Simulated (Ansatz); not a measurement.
## Short convergence ladders for ZnNi (P4mm, 2 atoms in the cell)

```
CELL_PARAMETERS angstrom
      2.88046     0.00000     0.00000
      0.00000     2.88046     0.00000
      0.00000     0.00000     2.88046
ATOMIC_POSITIONS crystal
  Zn 0.50000 0.50000 0.51736
  Ni 0.00000 0.00000 0.00000
```

Base method: PBEsol, default PAW files made with PBE (plane waves; Ansatz, a quantum-chemistry and plane-wave program).

Base settings: basis.ecutwfc = 30.9 Ry; kpoints.mp_grid.grid = 11 11 11; hamiltonian.xc = pbesol; hamiltonian.pseudopotentials = {kind: paw} (the program's default PAW files); scf.occupations.method = gaussian; scf.occupations.width = 0.0073 Ry.

The count of work is k-points × plane waves × bands × iterations; it is no time. 

**The cutoff for other potential files**

Level: DFT, PBEsol, plane waves, harder PAW files (source: ansatz) made with PBE.

In this ladder: hamiltonian.pseudopotentials = {kind: paw, source: ansatz}.

The second cell is the first with its lattice scaled by 0.98.

The mesh stays at the base's, so the ladder's end is converged at best in this setting alone.

The first pressure column holds Ansatz's estimate of the finite-basis (Pulay) stress, which hides part of the cutoff error; the other is without it.

Only quantities that move along the ladder and can be compared are tabulated.

```tsv
basis.ecutwfc	free energy less the last step's (meV/atom)	energy of the compressed cell less the first (meV/atom)	pressure (GPa)	pressure without the Pulay estimate (GPa)	count of work / last
30.5 Ry	5296.26	-12.66	-7.98	-388.12	0.11
37.1 Ry	936.97	-9.72	-5.84	-88.51	0.12
47.4 Ry	52.22	-6.45	-6.15	-12.74	0.21
57.3 Ry	2.17	-6.27	-6.13	-6.47	0.28
67.6 Ry	0.46	-6.28	-6.13	-6.15	0.35
81.2 Ry	0.25	-6.29	-6.14	-6.14	0.45
101.4 Ry	0.10	-6.30	-6.14	-6.14	0.65
135.2 Ry	0.00	-6.30	-6.14	-6.14	1.0
```

Coarsest basis.ecutwfc that holds the free energy within 2 meV/atom of the last step, with all finer ones: 67.6 Ry, at 0.35 of the last step's count of work; the step before is off by 2.2 meV/atom.

Coarsest basis.ecutwfc that holds the pressure without the Pulay estimate within 0.2 GPa of the last step, with all finer ones: 67.6 Ry, at 0.35 of the last step's count of work; the step before is off by 0.33 GPa.

Coarsest basis.ecutwfc that holds the pressure within 0.1 GPa of the last step, with all finer ones: 47.4 Ry, at 0.21 of the last step's count of work; the step before is off by 0.30 GPa.

The energy difference between the two cells stays within 1 meV/atom of the last step's from 47.4 Ry on, the total only from 67.6 Ry on: much of the error is common to both cells and cancels.

At the lowest cutoff the pressure without the Pulay estimate lies 382 GPa under the last step's, the usual sign of Pulay stress in an incomplete plane-wave basis.

**The density cutoff**

The second cell is the first with its lattice scaled by 0.98.

The mesh stays at the base's, so the ladder's end is converged at best in this setting alone.

Only quantities that move along the ladder and can be compared are tabulated.

| basis.ecutrho_ratio | free energy less the last step's (meV/atom) | energy of the compressed cell less the first (meV/atom) | pressure (GPa) |
|---|---|---|---|
| 2 | -8.21 | -7.39 | -5.42 |
| 3 | -0.17 | -6.39 | -6.14 |
| 4 | 0.00 | -6.41 | -6.16 |
| 5 | 0.00 | -6.41 | -6.16 |
| 6 | 0.00 | -6.41 | -6.16 |
| 8 | 0.00 | -6.41 | -6.16 |
| 10 | 0.00 | -6.41 | -6.16 |
| 12 | 0.00 | -6.41 | -6.16 |
| 16 | 0.00 | -6.41 | -6.16 |

Coarsest basis.ecutrho_ratio that holds the free energy within 0.5 meV/atom of the last step, with all finer ones: 3; the step before is off by 8.2 meV/atom.

Coarsest basis.ecutrho_ratio that holds the pressure within 0.05 GPa of the last step, with all finer ones: 3; the step before is off by 0.74 GPa.

Coarsest basis.ecutrho_ratio that holds the energy of the compressed cell less the first within 0.2 meV/atom of the last step, with all finer ones: 3; the step before is off by 0.98 meV/atom.

The energy difference between the two cells stays within 1 meV/atom of the last step's from 2 on, the total only from 3 on: much of the error is common to both cells and cancels.

**The relaxed cell against the cutoff**

On ZnNi (Pm-3m, 2 atoms in the cell): atoms on their sites.

In this ladder: relax = cell and atoms.

The mesh stays at the base's, so the ladder's end is converged at best in this setting alone.

Only quantities that move along the ladder and can be compared are tabulated.

| basis.ecutwfc | relaxed volume (Å³/atom) | relaxation steps |
|---|---|---|
| 21.7 Ry | 11.621 | 19 |
| 26.1 Ry | 11.491 | 7 |
| 30.9 Ry | 11.474 | 5 |
| 37.1 Ry | 11.473 | 5 |
| 46.3 Ry | 11.472 | 5 |
| 61.7 Ry | 11.472 | 5 |

Coarsest basis.ecutwfc that holds the relaxed volume within 0.057 Å³/atom of the last step, with all finer ones: 26.1 Ry; the step before is off by 0.15 Å³/atom.

At the lowest cutoff the cell relaxes to a volume 1.3 % larger than at the highest. Ansatz relaxes on a stress corrected for the finite basis.

On the base run: the starting cell comes from a database of computed structures (which also holds hypothetical and non-ambient phases and stackings), without a prior relaxation at this level. Its lattice was rescaled by up to half a per cent. One atom was moved a little off its site on purpose. Spin polarisation is off.

Left out of this page: 2 runs of the series failed or unconverged.

Keys are those of Ansatz 0.2.
